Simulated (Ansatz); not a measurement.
System: BiSb (R3m, No. 160, 2 atoms in the cell; start mp-1227290). Method: PBE0 in Ansatz (plane waves, PAW).

Numerical settings: plane-wave cutoff 460 eV, 8×8×8 k mesh, Fermi–Dirac smearing 0.01 eV, scalar-relativistic PAW data made under PBE.

Cell (relaxed with PBEsol):

BiSb is modelled in the trigonal space group R3m, hexagonal axes (No. 160), Pearson symbol hR2. Cell: a = b = 4.431 Å, c = 11.366 Å, α = β = 90.00°, γ = 120.00°. Sb on 3a has 3 Bi at 3.006 Å and 3 Bi at 3.381 Å (octahedral). Bi on 3a is coordinated by 3 Sb at 3.006 Å and 3 Sb at 3.381 Å (octahedral). (Neighbours: up to the widest gap in distance over summed covalent radii, below 1.35, at either atom; cation-cation and far metal-metal contacts left out.)
(The calculation used a cell of 2 atoms; values per cell refer to that cell.)

**Question.** Give the computed band gap, smallest direct gap on the k points sampled and direct gap at Γ.

**Answer.** 
band gap: 0.46 eV (on the SCF k mesh)
smallest direct gap on the k points sampled: 0.87 eV
direct gap at Γ: 5.40 eV

Note: cell and atoms aren't relaxed at this level (largest force component 0.33 eV/Å, pressure 0.8 GPa).

Spin–orbit coupling is not included; with these elements it can move the gap by several tenths of an eV or more.

A start named mp-… is a Materials Project structure, which need not be a measured phase.

Ansatz is a first-principles code.
